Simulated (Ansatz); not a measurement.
Density of states of SrTl2Pd (Cmcm, 8 atoms in the cell).

```xyz
8
Lattice="2.2480 -5.5040 0.0000 2.2480 5.5040 0.0000 0.0000 0.0000 8.1480" Properties=species:S:1:pos:R:3 pbc="T T T"
Tl     2.2480    -3.8886     4.4943
Tl     2.2480     3.8886     0.4203
Tl     2.2480     3.8886     3.6537
Tl     2.2480    -3.8886     7.7277
Pd     2.2480    -2.4032     2.0370
Pd     2.2480     2.4032     6.1110
Sr     2.2480    -0.7173     6.1110
Sr     2.2480     0.7173     2.0370
```

Computed with PBEsol, default PAW files made with PBE (plane waves; Ansatz, a quantum-chemistry and plane-wave program).

SCF settings: basis.ecutwfc = 420 eV; kpoints.mp_grid.grid = 6 6 3; hamiltonian.xc = pbesol; hamiltonian.pseudopotentials = {kind: paw} (the program's default PAW files); scf.occupations.method = cold; scf.occupations.width = 0.1 eV. Keys of the DOS step: output.dos.nscf_kmesh.grid = 9 9 5.

The starting cell comes from a database of published, mostly measured structures (it also holds non-ambient and calculated ones), without a prior relaxation at this level. Spin-orbit coupling is off. Spin polarisation is off.

Total DOS (both spins), as means of the tabulated values in each energy bin; the zero is the program's Fermi level or highest filled level, and the curve is cut to this window:

```
E (eV) | states/eV/cell
    -7.88 | ## 1.79
    -7.62 | ### 2.48
    -7.38 | #### 2.89
    -7.12 | ### 2.60
    -6.88 | ## 1.30
    -6.62 | ## 1.66
    -6.38 | #### 3.07
    -6.12 | #### 2.94
    -5.88 | #### 2.77
    -5.62 | ### 1.99
    -5.38 | ## 1.33
    -5.12 | # 0.93
    -4.88 | # 0.73
    -4.62 |  0.34
    -4.38 |  0.01
    -4.12 |  0.00
    -3.88 |  0.25
    -3.62 | ### 2.36
    -3.38 | ############## 10.2
    -3.12 | ################ 12.0
    -2.88 | ###################### 16.7
    -2.62 | ############################## 22.7
    -2.38 | ############## 10.7
    -2.12 | ######## 6.33
    -1.88 | ####### 5.23
    -1.62 | ##### 3.72
    -1.38 | ### 2.53
    -1.12 | #### 2.66
    -0.88 | ###### 4.58
    -0.62 | ###### 4.30
    -0.38 | ##### 3.93
    -0.12 | ##### 3.50
     0.12 | ##### 4.10
     0.38 | ##### 3.74
     0.62 | #### 3.28
     0.88 | #### 3.13
```

Around zero the curve holds about 3.9 states/eV/cell.

Keys are those of Ansatz 0.2.
